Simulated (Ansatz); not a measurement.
The band gap in a series of structures.

Cell A: SiC (3C, zinc blende, F-43m), 2 atoms in the cell, k-point mesh 14×14×14 on the run's own vectors.
Space group F-43m (No. 216); a = b = c = 4.380 Å, α = β = γ = 90.00°

```tsv
atom	site	symmetry	x	y	z
Si	4c	-43m	0.2500	0.2500	0.2500
C	4a	-43m	0.0000	0.0000	0.0000
```
(The calculation used a cell of 2 atoms; values per cell refer to that cell.)

Cell B: SiC (2H, wurtzite, P6₃mc), 4 atoms in the cell, k-point mesh 12×12×8 on the run's own vectors.
CSi has the hexagonal space group P6₃mc (No. 186), the wurtzite structure, Pearson symbol hP4. Cell: a = 3.0919 Å, b = 3.0919 Å, c = 5.0742 Å, α = 90.00°, β = 90.00°, γ = 120.00°. Si on 2b is coordinated by 4 C at 1.893–1.907 Å (tetrahedral). C on 2b sees 4 Si at 1.893–1.907 Å (tetrahedral). (Neighbours: up to the widest gap in distance over summed covalent radii, below 1.35, at either atom.)

All numbers come from Ansatz (a quantum-chemistry and plane-wave program), plane waves with PAW, its PAW set soft_1, cutoff 420 eV, 500 eV for r2SCAN. The structures are at rest with PBE; other levels are single points on them. Neutral cells; Fermi-Dirac smearing of at most 0.05 eV in the solids, energies taken to zero width. The lattices are those relaxed with PBE, so at other levels the solids can be strained, which adds to the spread. A dispersion term ran beside these levels; it doesn't touch the electrons. Gaps are highest filled to lowest empty Kohn-Sham level on the run's k-point mesh, states of defects and surfaces included; edges off the mesh make the true gap smaller, and under 0.08 eV counts as none.

Q: Give the band gap (eV) at the level r2SCAN, cell by cell.

A: 
```csv
cell,r2SCAN
A,1.72 (indirect)
B,2.68 (indirect)
```

With r2SCAN the value of B exceeds that of A by 0.96 eV.

Q: How do the other levels compare?

A: 
```
cell              PBE
----  ---------------
A     1.37 (indirect)
B     2.31 (indirect)
```

With PBE the value of B exceeds that of A by 0.94 eV.
